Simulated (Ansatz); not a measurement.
Input:

```
SiC
1.0
    2.91496     0.00000     0.00000
   -1.45748     2.52443     0.00000
    0.00000     0.00000     9.53167
Si C
4 4
Direct
  0.00000   0.00000   0.00045
  0.00000   0.00000   0.50045
  0.66667   0.33333   0.75016
  0.33333   0.66667   0.25016
  0.00000   0.00000   0.81282
  0.00000   0.00000   0.31282
  0.66667   0.33333   0.56221
  0.33333   0.66667   0.06221
```

No spin polarisation.

The values are results of PBEsol, PAW, 420 eV (Ansatz, a quantum-chemistry and plane-wave program; without spin-orbit coupling), not measurements. Γ-centred 12×12×4 mesh, Fermi–Dirac width 0.05 eV.

**Question.** Predict the band gap and smallest direct gap.

**Answer.** The band gap comes out as 2.14 eV and the smallest direct gap is 3.29 eV.

Load acts through the strain it causes; cell and atoms are relaxed under it. Whether these cells are dynamically stable was not tested. No other phases were tried under pressure. The cell was made from SiC (space group P6_3mc, No. 186) by this change: pressure 50 GPa.
